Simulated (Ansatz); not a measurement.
The starting structures come from a database of crystals and need not be the phases stable at ambient conditions.

Inside the gap of an insulator the Bloch states are evanescent, with a wavenumber k + iκ along the transport direction.

Input:

```
CELL_PARAMETERS angstrom
      5.18839     0.00000     0.00000
      0.00000     7.27394     0.00000
      0.00000     0.00000     5.39035
ATOMIC_POSITIONS crystal
  Rh 0.25033 0.10646 0.03073
  Rh 0.74967 0.89354 0.96927
  Rh 0.24967 0.39354 0.53073
  Rh 0.75033 0.60646 0.46927
  Rh 0.24967 0.60646 0.96927
  Rh 0.75033 0.39354 0.03073
  Rh 0.25033 0.89354 0.46927
  Rh 0.74967 0.10646 0.53073
  O  0.94898 0.00000 0.25000
  O  0.05102 0.00000 0.75000
  O  0.55102 0.50000 0.75000
  O  0.44898 0.50000 0.25000
  O  0.39356 0.84871 0.11248
  O  0.60644 0.15129 0.88752
  O  0.10644 0.65129 0.61248
  O  0.89356 0.34871 0.38752
  O  0.10644 0.34871 0.88752
  O  0.89356 0.65129 0.11248
  O  0.39356 0.15129 0.38752
  O  0.60644 0.84871 0.61248
```

Space group of this cell: Pbcn. The cell is taken as given; by r2SCAN its mean pressure is -0.7 GPa.

Transport runs along the normal of the first two printed cell vectors.

The gap is the functional's own, uncorrected, and κ follows it; spin-orbit coupling is left out. Mid-gap values are interpolated between the computed energies.

### Question
Compute, with r2SCAN run with Ansatz (a program for electronic structure), the band gap and the smallest decay constant κ at mid-gap.

### Answer
Gap 0.96 eV on a 6×4×6 mesh; κ = 0.226 1/Å, at the zone centre.
